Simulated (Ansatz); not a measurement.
Ansatz (a quantum-chemistry and plane-wave program), DFT, PBE, plane waves, its default PAW files: AgI (from the phase in space group 186, mp-22894), 4 atoms. Basis and mesh were picked for this test and aren't claimed converged.

cell: 4.66, 4.66, 7.55 Å; 90, 90, 120°
task: single point
k mesh: 4×4×4
hamiltonian.xc: pbe
kind of files: paw
scf.occupations.method: fermi_dirac
scf.occupations.width: 0.05 eV
output.forces: true
binding of workers (--pin): off
k-point pools (--kpoint-pools): 1
memory maximum (--max-ram): 8GiB
accuracy: medium (default)
basis.precision: auto (default)
basis.xc_grid: 2 (default)
scf.eigensolver.kind: auto (default)
scf.mixing.algorithm: auto (default)
scf.mixing.preconditioner: auto (default)
scf.convergence.dr2_threshold: 1.41951e-07 (default)
scf.lower_state_search: light (default)
k-points after symmetry: 12
bands at the start: 41
electrons: 72
plane waves at Γ: 2779
cutoff (eV): 420
FFT grid: 32×32×54
symmetry operations: 12

One run each. The counts of a restarted run leave out the earlier run.

All on 4 threads. Base settings, kept where nothing else is said: earlier_run = none (default) (scf.initial_density.chi_scale, scf.initial_density.normalization, checkpoint.read, checkpoint.density_extrapolation, kpoints.initial_grid not set). The settings tried:
- checkpoint.read = first.ck, earlier_run = first_atom_moved_ang=0 orbitals_saved=false scf.convergence.dr2_threshold=0.001
- checkpoint.read = first.ck, earlier_run = first_atom_moved_ang=0.1 orbitals_saved=false
- checkpoint.read = first.ck, earlier_run = first_atom_moved_ang=0.03 orbitals_saved=true, checkpoint.density_extrapolation = none
- checkpoint.read = first.ck, earlier_run = first_atom_moved_ang=0.1 orbitals_saved=false, checkpoint.density_extrapolation = none
- checkpoint.read = first.ck, earlier_run = first_atom_moved_ang=0.03 orbitals_saved=false
- scf.initial_density.chi_scale = 0.1
- checkpoint.read = first.ck, earlier_run = first_atom_moved_ang=0 orbitals_saved=false hamiltonian.xc=lda
- checkpoint.read = first.ck, earlier_run = first_atom_moved_ang=0 orbitals_saved=true scf.convergence.dr2_threshold=0.001
- checkpoint.read = first.ck, earlier_run = first_atom_moved_ang=0.1 orbitals_saved=false, checkpoint.density_extrapolation = follow_atoms
- scf.initial_density.chi_scale = 0, scf.initial_density.normalization = cell
- kpoints.initial_grid = auto
- checkpoint.read = first.ck, earlier_run = first_atom_moved_ang=0 orbitals_saved=false kpoints.mp_grid.grid=2×2×2
- checkpoint.read = first.ck, earlier_run = first_atom_moved_ang=0.3 orbitals_saved=false
- the base settings

Which settings need the fewest SCF iterations (all cycles of the run, searches included), which the most, and do any fail to converge?

Fewest SCF iterations (all cycles of the run, searches included), with those close behind: checkpoint.read = first.ck, earlier_run = first_atom_moved_ang=0 orbitals_saved=true scf.convergence.dr2_threshold=0.001 (2); checkpoint.read = first.ck, earlier_run = first_atom_moved_ang=0 orbitals_saved=false scf.convergence.dr2_threshold=0.001 (3); checkpoint.read = first.ck, earlier_run = first_atom_moved_ang=0.03 orbitals_saved=false (5). Most among those that reach the base run's result: kpoints.initial_grid = auto (16). All converged.

```
setting                                                                                                                                   SCF iterations (all cycles of the run, searches included)  applications of H to a band        end
----------------------------------------------------------------------------------------------------------------------------------------  ---------------------------------------------------------  ---------------------------  ---------
checkpoint.read = first.ck, earlier_run = first_atom_moved_ang=0 orbitals_saved=true scf.convergence.dr2_threshold=0.001                                                                          2                         3595  converged
checkpoint.read = first.ck, earlier_run = first_atom_moved_ang=0 orbitals_saved=false scf.convergence.dr2_threshold=0.001                                                                         3                         5601  converged
checkpoint.read = first.ck, earlier_run = first_atom_moved_ang=0.03 orbitals_saved=false                                                                                                          5                         8149  converged
checkpoint.read = first.ck, earlier_run = first_atom_moved_ang=0.1 orbitals_saved=false                                                                                                           6                         7577  converged
checkpoint.read = first.ck, earlier_run = first_atom_moved_ang=0.3 orbitals_saved=false                                                                                                           6                         7710  converged
checkpoint.read = first.ck, earlier_run = first_atom_moved_ang=0.1 orbitals_saved=false, checkpoint.density_extrapolation = follow_atoms                                                          6                         7577  converged
the base settings                                                                                                                                                                                 7                         7426  converged
checkpoint.read = first.ck, earlier_run = first_atom_moved_ang=0 orbitals_saved=false hamiltonian.xc=lda                                                                                          7                         8156  converged
scf.initial_density.chi_scale = 0, scf.initial_density.normalization = cell                                                                                                                       8                         8417  converged
checkpoint.read = first.ck, earlier_run = first_atom_moved_ang=0.03 orbitals_saved=true, checkpoint.density_extrapolation = none                                                                  8                         9206  converged
checkpoint.read = first.ck, earlier_run = first_atom_moved_ang=0 orbitals_saved=false kpoints.mp_grid.grid=2×2×2                                                                                  8                         8953  converged
scf.initial_density.chi_scale = 0.1                                                                                                                                                               9                         9378  converged
checkpoint.read = first.ck, earlier_run = first_atom_moved_ang=0.1 orbitals_saved=false, checkpoint.density_extrapolation = none                                                                  9                        10264  converged
kpoints.initial_grid = auto                                                                                                                                                                      16                        11652  converged
```

Keys are those of Ansatz 0.2.
